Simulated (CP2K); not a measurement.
Band structure of BiN (P1, 4 atoms in the cell).

```
CELL_PARAMETERS angstrom
      3.61375     0.00000     0.00000
      0.34592     3.64429     0.00000
      0.07680    -0.00192     5.31776
ATOMIC_POSITIONS crystal
  Bi 0.64966 0.90401 0.96119
  Bi 0.10100 0.35162 0.45974
  N  0.69303 0.94959 0.54568
  N  0.06529 0.29865 0.04431
```

Level of theory: CP2K 2026.2 with LDA (Pade form), GPW, DZVP-MOLOPT-SR-GTH basis, GTH-PADE potentials (GTH_POTENTIALS).

Settings: CUTOFF = 400 Ry; REL_CUTOFF = 50 Ry; SMEAR/METHOD = FERMI_DIRAC; ELECTRONIC_TEMPERATURE = 580.23 K; KPOINTS/SCHEME = MONKHORST-PACK 5 5 3; XC_FUNCTIONAL = PADE; Bi/BASIS_SET = DZVP-MOLOPT-SR-GTH-q5; Bi/POTENTIAL = GTH-PADE-q5; N/BASIS_SET = DZVP-MOLOPT-SR-GTH-q5; N/POTENTIAL = GTH-PADE-q5; METHOD = GPW; EPS_DEFAULT = 1e-10; EXTRAPOLATION = USE_GUESS; NGRIDS = 4.

The starting cell comes from a database of computed structures (which also holds hypothetical and non-ambient phases and stackings), without a prior relaxation at this level. Its lattice was rescaled by a random factor within 2.5 % of one. Spin-orbit coupling is off. Values carry the incompleteness of an atom-centred basis.

Q: Predict the gap along the standard path and the places of the band edges.

A: The gap along the path is 0.78 eV, from Y|L to M|R; the smallest direct gap on it is 1.06 eV.

Levels in eV from the top of the valence band on the SCF mesh, bands 7 to 11:
```
point      7      8      9     10    11
-----  -----  -----  -----  -----  ----
X      -2.95  -2.94  -2.15  -2.12  2.87
Γ      -3.61  -2.08  -1.99  -1.74  3.40
```

Higher empty bands are left out: an atom-centred basis made for the valence describes them poorly.
